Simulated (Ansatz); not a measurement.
The parent structure is InP in the zinc blende structure (space group F-43m, No. 216; a = 5.8788 Å).

Levels (all Ansatz, a quantum-chemistry and plane-wave program, PAW, earlier PAW set): PBEsol (420 eV, without spin-orbit coupling); HSE06+SOC (420 eV, noncollinear with spin-orbit coupling).

Its gap is 0.57 eV with PBEsol and 1.41 eV with HSE06+SOC.

Modification: Ga takes the place of In on all its sites; the structure is relaxed again.

With PBEsol the gap becomes 1.45 eV.

Task: If the HSE06+SOC correction stayed the same, what would the HSE06+SOC gap be, and what does the HSE06+SOC run give?

Result: A rigid correction of +0.84 eV gives 2.29 eV. The HSE06+SOC run gives 2.21 eV, so the correction itself changes by -0.08 eV.

Single points use the geometry relaxed with PBEsol. HSE06 was sampled on its mesh, a few special points and the semilocal edge points, so its gap is an upper bound. Differences between runs with and without spin-orbit coupling are approximate. Whether these cells are dynamically stable was not tested.
